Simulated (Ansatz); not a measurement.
The starting structures come from a database of crystals and need not be the phases stable at ambient conditions.

By PBEsol, the system below comes out a metal.

Without scattering a metal conducts by its projected Fermi surface.

Data:

```yaml
crystal:
  lattice:
    - [2.81246, 0.00000, 0.00000]
    - [0.00000, 4.86685, 0.00000]
    - [1.40623, 0.00000, 2.36259]
  atoms:
    - { symbol: Al, position: [0.66667, 0.25000, 0.66667] }
    - { symbol: Al, position: [0.33333, 0.75000, 0.33333] }
```

Space group of this cell: Cmcm. The cell is strained (lengths along the current scaled by 0.97, ions clamped); by PBEsol its mean pressure is 1.3 GPa.

The current flows along the normal of the first two printed cell vectors. No spin-orbit coupling; the value is a mean over 0.1 eV about the Fermi level.

Q: Compute, with PBEsol in Ansatz (a first-principles code), the ballistic conductance per area.

A: 1.5 × 10¹⁵ S/m² for both spins.
